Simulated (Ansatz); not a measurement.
Hypothetical CsCl type TiAs: biaxial strain +0.47 %, plane normal [111], relaxed out of plane

Start from TiAs in the CsCl type structure (space group Pm-3m, No. 221; a = 3.184 Å; a hypothetical phase, not in the database extracts checked; relaxed with 0.1 eV smearing). Axes: x, y, z lie along the cube axes.

Modification: tensile biaxial strain of 0.47 % in the plane normal to [111], as in epitaxy on a mismatched substrate; the out-of-plane cell vector and the atoms relax.

Method: r2SCAN (Ansatz, a quantum-chemistry and plane-wave program, PAW, scalar-relativistic without spin-orbit coupling). Settings: 18×18×18 k-points, 0.1 eV Fermi–Dirac smearing.

```tsv
quantity	base	changed	shift
volume per atom	16.14 Å³	16.10 Å³	-0.04 Å³
space group	Pm-3m (No. 221)	R-3m (No. 166)	–
shortest interatomic distance	2.757 Å	2.725 Å	-0.032 Å
energy relative to the base (free energy F)	0 meV/atom	-0.2 meV/atom	-0.2 meV/atom
pressure (mean of the normal stresses, compression positive)	0.0 GPa	0.3 GPa	+0.3 GPa
band gap	zero	zero	–
out-of-plane strain	–	-1.17 %	–
mean in-plane stress (compression positive)	–	+0.5 GPa	–
```

Final structure (turned so that z lies along the plane normal):

```
TiAs
1.0
    4.52393     0.00000     0.00000
    2.26197     3.91784     0.00000
    2.26197    -1.30595     1.81681
Ti As
1 1
Cartesian
  0.00000   0.00000   0.00000
  2.26197   1.30595   0.90841
```

Cost of the whole job for the changed cell (relaxation, final SCF and bands): about 120 core-seconds (a rough figure).

Stability against distortions was not tested. All final runs are without spin polarisation. An odd electron count without spin: TiAs. Under biaxial strain +0.47 %, plane normal [111], relaxed out of plane the cell ends below the base's energy or with stress of the wrong sign: the atoms slid into a distortion or the cell is elastically unstable, so the base is not a stable minimum at this level. TiAs has a high density of states at the Fermi level and may be magnetic at this level.
